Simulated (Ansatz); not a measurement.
# Be in the hcp (Mg type) structure (space group P6_3/mmc, No. 194)

Space group P6₃/mmc (No. 194); a = 2.2571 Å, b = 2.2571 Å, c = 3.5529 Å, α = 90.00°, β = 90.00°, γ = 120.00°

| atom | site | symmetry | x | y | z |
|---|---|---|---|---|---|
| Be | 2c | -6m2 | 0.3333 | 0.6667 | 0.2500 |

Computed with DFT with PBEsol, PAW potentials and a 420 eV plane-wave cutoff in Ansatz (a first-principles code), without spin-orbit coupling. Settings: 23×23×13 k-points, 0.05 eV Fermi–Dirac smearing.

```yaml
volume_per_atom: 7.84 Å³
density: 1.91 g/cm³
band_gap: zero
total_energy: -90.351 eV/atom (σ→0; compares only within this code and set-up)
```

Whether these cells are dynamically stable was not tested.
